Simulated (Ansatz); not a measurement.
Cubic perovskite CsPbBr₃ (cubic high-temperature phase), treated with r²SCAN+rVV10 (Ansatz, a program for electronic structure, PAW).

Run with plane-wave cutoff 560 eV, 6×6×6 k mesh, Fermi–Dirac smearing 0.01 eV, scalar-relativistic PAW data made under PBE.

Results at a series of volumes:

| V (Å³/atom) | E − E_lowest (meV/atom) | P (GPa) |
|---|---|---|
| 38.284 | 11.83 | 1.647 |
| 39.098 | 5.05 | 1.034 |
| 39.913 | 1.21 | 0.487 |
| 40.728 | 0.00 | -0.001 |
| 41.542 | 1.13 | -0.436 |
| 42.357 | 4.35 | -0.823 |
| 43.171 | 9.43 | -1.169 |

Estimate the bulk modulus and its pressure derivative from these points.

V0 = 40.726 Å³/atom, B0 = 23.0 GPa, B′ = 4.7 (fit to the energies at full precision).

Note: the relaxation could not lower the start's symmetry, so the cell can be a saddle point above a distorted one.

Spin–orbit coupling is not included; it can shift volumes and moduli of such heavy elements.

The computed numbers hold no vibrational or temperature effects.

The result took around 5 core-minutes (rough).
